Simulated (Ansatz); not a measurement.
Response to strain in Ti

Take Ti in the hcp (Mg type) structure (space group P6_3/mmc, No. 194; a = 2.937 Å, c = 4.641 Å; relaxed with 0.1 eV smearing) as the base. Axes: x lies along a and z along c of the hexagonal cell.

Strains are applied to the cell and any free atomic positions relax; under biaxial strain the out-of-plane vector relaxes too.

The values are results of r2SCAN (Ansatz, a first-principles code; PAW; 500 eV plane waves; no spin-orbit coupling), earlier PAW set, not measurements.

Notes on the quantities. pressure: mean of the normal stresses, compression positive.

```tsv
change	pressure	shortest interatomic distance	space group
base	0.0 GPa	2.874 Å	P6_3/mmc (No. 194)
biaxial strain −1.23 %, plane normal [001], relaxed out of plane	1.8 GPa	2.880 Å	P6_3/mmc (No. 194)
biaxial strain +0.97 %, plane normal [001], relaxed out of plane	?	?	P6_3/mmc (No. 194)
biaxial strain +2.28 %, plane normal [001], relaxed out of plane	-3.1 GPa	2.865 Å	P6_3/mmc (No. 194)
isotropic strain +2.37 %	-7.2 GPa	2.942 Å	P6_3/mmc (No. 194)
isotropic strain +4.31 %	-11.8 GPa	2.998 Å	P6_3/mmc (No. 194)
uniaxial strain ε_zz = −1.03 %	1.2 GPa	2.855 Å	P6_3/mmc (No. 194)
uniaxial strain ε_zz = +0.44 %	-0.5 GPa	2.882 Å	P6_3/mmc (No. 194)
uniaxial strain ε_zz = +0.63 %	-0.7 GPa	2.886 Å	P6_3/mmc (No. 194)
tensor shear ε_xy = +2.68 %	0.1 GPa	2.843 Å	P2_1/m (No. 11)
```

Complete the table.


- biaxial strain +0.97 %, plane normal [001], relaxed out of plane, pressure: -1.4 GPa
- biaxial strain +0.97 %, plane normal [001], relaxed out of plane, shortest interatomic distance: 2.870 Å

No phonon test of stability was made. All final runs are without spin polarisation.
